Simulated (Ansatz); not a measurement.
Take ScF3 in the ReO3 type structure (space group Pm-3m, No. 221; a = 4.020 Å) as the base. Axes: x, y, z lie along the cube axes.

Perturbation: the cell is stretched by 5.93 % along y with no lateral relaxation; the atoms relax in the strained cell.

Levels (all Ansatz, an electronic-structure program, PAW): PBEsol (420 eV, no spin-orbit coupling); r2SCAN (500 eV, scalar-relativistic without spin-orbit coupling); HSE06 (420 eV, spin-orbit coupling left out).

One geometry, relaxed with PBEsol, under each level:

| level | band gap | lowest conduction level above the VBM at special points | pressure |
|---|---|---|---|
| PBEsol | 5.77 eV | Γ 5.77 eV; Z 5.79 eV; X 5.84 eV; R 6.46 eV | -4.33 GPa |
| r2SCAN | … | … | … |
| HSE06 | 8.31 eV | Γ 8.31 eV; Z 8.33 eV; X 8.38 eV | – |

### Question
Give the withheld r2SCAN results.

### Answer

- r2SCAN, band gap: 6.51 eV
- r2SCAN, lowest conduction level above the VBM at special points: Γ 6.51 eV; Z 6.53 eV; X 6.56 eV; R 7.15 eV
- r2SCAN, pressure: -3.85 GPa

Single points use the geometry relaxed with PBEsol. Their cutoffs differ, which shifts pressures a little. The hybrid gap comes from the SCF mesh plus the semilocal run's edge points and a few special points and is an upper bound. Whether these cells are dynamically stable was not tested. The base started in R32 and relaxed to Pm-3m at this level. The final runs are not spin-polarised. k-point labels follow each cell's own Brillouin zone.
